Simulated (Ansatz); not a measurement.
The reference is ZrS2 in the CdI2 type structure (space group P-3m1, No. 164; a = 3.578 Å, c = 5.540 Å; layered, stacked along the Cartesian z axis).

All numbers come from PBEsol-D3(BJ)/PAW in Ansatz (a program for electronic structure), no spin-orbit coupling.

Before the change:

Valence-band top at Γ: 0.00, -0.35, -0.35 eV
Width of the top valence band: 2.29 eV

The change: the cell is scaled by 0.9950 in all directions, atoms relaxed at fixed cell.

Problem. What does the calculation give for the mean gap deformation potential ΔEg/Δln V, valence-band top at Γ, width of the top valence band and largest internal atomic displacement after the change?

Solution. The mean gap deformation potential ΔEg/Δln V comes out as +5.4 eV; the valence-band top at Γ (three highest levels, from the VBM) changes from 0.00, -0.35, -0.35 eV to 0.00, -0.36, -0.36 eV; the width of the top valence band goes up by 0.05 eV to 2.34 eV; the largest internal atomic displacement is 0.014 Å.

The cells carry an imposed strain or load. No phonon test of stability was made. A zero or small gap of ZrS2 can be the functional's error rather than a property of the material.
